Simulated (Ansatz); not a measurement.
Levels about the gap of amorphous Si$_{48}$N$_{60}$ (108 atoms in a cell of 1242 Å³, 2.93 g/cm³; zone centre alone, so wide bands show as single levels with stretches between that a denser mesh fills), at the geometry that PBE relaxed, where it gives -1.1 GPa on a denser mesh. The participation number counts the atoms over which a state spreads; weights are charges in smoothed Voronoi cells. The levels come from a single point, so bond lengths are those of that geometry. Method of the levels: PBE, scalar-relativistic without spin-orbit coupling (Ansatz, an electronic-structure program). Sampling: the zone centre alone; Fermi-Dirac width 0.02 eV; no spin polarisation. The usual formal charges leave 12 electrons over, so the level spacing at the Fermi energy parts defect or band states and needn't be the band gap. At PBE the levels at both edges of the gap are localised (band-tail or defect states), and the nearest spread-out levels lie 3.0 eV apart at the zone centre.

The cell was made by melting and quenching with the CHGNet potential and then relaxed with DFT. N atoms were pushed apart under 1.9 Å during the dynamics, to hinder bonds among them. The hot cell started wider than the set density and was brought back towards it in steps. It is the lowest in DFT energy of 2 quenches. It is a model cell: composition and starting density were chosen by hand, and all elements were melted together. No dispersion term was used. Its density started from a set value of 2.93 and ended at 2.93 g/cm³. Cooling (nominally 300 K/ps over its main leg) ran many orders faster than in experiment, which tends to leave more defects and strain. Values belong to this one cell and scatter from quench to quench. The volume was held where the preparation left it and the shape relaxed, at a PBE pressure of -1.1 GPa (tension). Stress components on the final sampling reach 1.1 GPa.

| E - E(highest filled), eV | filling | participation number | largest on | weight N | weight Si |
|---|---|---|---|---|---|
| -0.99 | filled | 26.0 | N, 3 neighbours | 0.79 | 0.21 |
| -0.83 | filled | 23.3 | N, 3 neighbours | 0.87 | 0.13 |
| -0.75 | filled | 18.5 | N, 3 neighbours | 0.85 | 0.15 |
| -0.61 | filled | 21.7 | N, 3 neighbours | 0.77 | 0.23 |
| -0.52 | filled | 24.1 | N, 3 neighbours | 0.77 | 0.23 |
| -0.26 | filled | 8.5 | Si, 2 neighbours | 0.51 | 0.49 |
| 0.00 | filled | 9.2 | Si, 4 neighbours | 0.43 | 0.57 |
| 1.81 | empty | 6.4 | Si, 2 neighbours | 0.35 | 0.65 |
| 2.18 | empty | 9.6 | Si, 3 neighbours | 0.38 | 0.62 |
| 2.48 | empty | 28.7 | Si, 4 neighbours | 0.42 | 0.58 |
| 2.49 | empty | 15.5 | Si, 4 neighbours | 0.39 | 0.61 |
| 2.67 | empty | 38.0 | Si, 4 neighbours | 0.45 | 0.55 |
| 2.92 | empty | 57.7 | Si, 4 neighbours | 0.45 | 0.55 |
| 3.01 | empty | 30.1 | Si, 4 neighbours | 0.44 | 0.56 |

Most localised among these is the empty level at +1.81 eV, on a Si atom, which has 2 neighbours (N 1.77 Å, N 1.82 Å).
